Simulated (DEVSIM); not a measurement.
System: abrupt In0.53Ga0.47As n-p junction, at 250 K.

```tsv
layer (left to right)	material	thickness (μm)	Nd (cm⁻³)	Na (cm⁻³)	τn (s)	τp (s)
1	In0.53Ga0.47As	23.0	5.5e16	-	9e-8	9e-8
2	In0.53Ga0.47As	76.0	-	2.5e15	9e-8	9e-8
```

Left contact: ohmic. Right contact: ohmic. Voltage is applied to the left contact. Recombination: SRH at mid-gap, Auger. Mobility is μmin + (μ − μmin)/(1 + (N/Nref)^α).

The device is made up for the run: typed textbook-type constants, with dimensions and the other settings drawn at random. Values at 300 K; Nc and Nv go as T^1.5, mobilities as T to minus their exponent, the gap by Varshni's rule with the affinity fixed.

| parameter | In0.53Ga0.47As |
|---|---|
| gap (eV) | 0.74 |
| affinity (eV) | 4.51 |
| permittivity | 13.9 |
| Nc (cm⁻³) | 2.1e17 |
| Nv (cm⁻³) | 7.7e18 |
| μn (cm²/Vs) | 12000 |
| μp (cm²/Vs) | 300 |
| μn,min | 300 |
| μp,min | 10 |
| Nref,n | 1.3e17 |
| Nref,p | 4.9e17 |
| αn | 0.48 |
| αp | 0.4 |
| T exponent of μn | 1.6 |
| T exponent of μp | 1.6 |
| Cn (cm⁶/s) | 5e-29 |
| Cp (cm⁶/s) | 5e-29 |
| Varshni α (eV/K) | 0.00035 |
| Varshni β (K) | 190 |

DEVSIM, 1D drift-diffusion, Boltzmann statistics, complete ionisation; no tunnelling, impact ionisation, image-force lowering or self-heating.

The doping Na of layer 2 was swept, all else fixed.

```json
[
 {"doping Na of layer 2 (cm^-3)": "7.5e13", "potential step across the device at zero bias (V)": "0.489", "largest field in the device at zero bias (V/cm)": "11000", "dark forward voltage at 1 A/cm² (V)": "0.493"},
 {"doping Na of layer 2 (cm^-3)": "2.5e14", "potential step across the device at zero bias (V)": "0.515", "largest field in the device at zero bias (V/cm)": "12000", "dark forward voltage at 1 A/cm² (V)": "0.449"},
 {"doping Na of layer 2 (cm^-3)": "7.5e14", "potential step across the device at zero bias (V)": "0.539", "largest field in the device at zero bias (V/cm)": "13000", "dark forward voltage at 1 A/cm² (V)": "0.438"},
 {"doping Na of layer 2 (cm^-3)": "2.5e15", "potential step across the device at zero bias (V)": "0.564", "largest field in the device at zero bias (V/cm)": "19000", "dark forward voltage at 1 A/cm² (V)": "0.443"},
 {"doping Na of layer 2 (cm^-3)": "7.5e15", "potential step across the device at zero bias (V)": "0.588", "largest field in the device at zero bias (V/cm)": "31000", "dark forward voltage at 1 A/cm² (V)": "0.460"},
 {"doping Na of layer 2 (cm^-3)": "2.5e16", "potential step across the device at zero bias (V)": "0.614", "largest field in the device at zero bias (V/cm)": "51000", "dark forward voltage at 1 A/cm² (V)": "0.482"},
 {"doping Na of layer 2 (cm^-3)": "7.5e16", "potential step across the device at zero bias (V)": "0.638", "largest field in the device at zero bias (V/cm)": "70000", "dark forward voltage at 1 A/cm² (V)": "0.503"}
]
```

From the first row to the last the potential step across the device at zero bias goes from 0.489 to 0.638. From the first row to the last the largest field in the device at zero bias goes from 11000 to 70000.
